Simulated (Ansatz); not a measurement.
The parent structure is SnSe in the GeS type structure (space group Pnma, No. 62; a = 11.4923 Å, b = 4.1690 Å, c = 4.3846 Å; layered, stacked along the Cartesian x axis). Axes: x, y, z lie along a, b, c of the conventional cell.

Calculations: PBE-D3(BJ)/PAW in Ansatz (a quantum-chemistry and plane-wave program), no SOC, earlier PAW set.

Perturbation: every lattice vector is shortened by 1.94 %; the atoms relax in the strained cell.

### Question
Predict the stress tensor and what it implies for the stiffness.

### Answer
Stress of the strained cell less that of the base (GPa, compression positive):
```
   2.49    0.00    0.00
   0.00    2.85    0.00
   0.00    0.00    2.23
```

Then B = −ΔP/(ΔV/V₀) with ΔV/V₀ = -0.0571 gives secant stiffness values (nonlinear terms included at this strain): B (at held cell shape, above the free-shape value) ≈ 44 GPa.

As a check, the harmonic strain energy −½ V₀ Δσ:ε is 12 meV/atom; the computed energy rise is 11 meV/atom.

Whether these cells are dynamically stable was not tested. The program warned that a D3 coordination switch lies within reach, so dispersion energies are less smooth here.
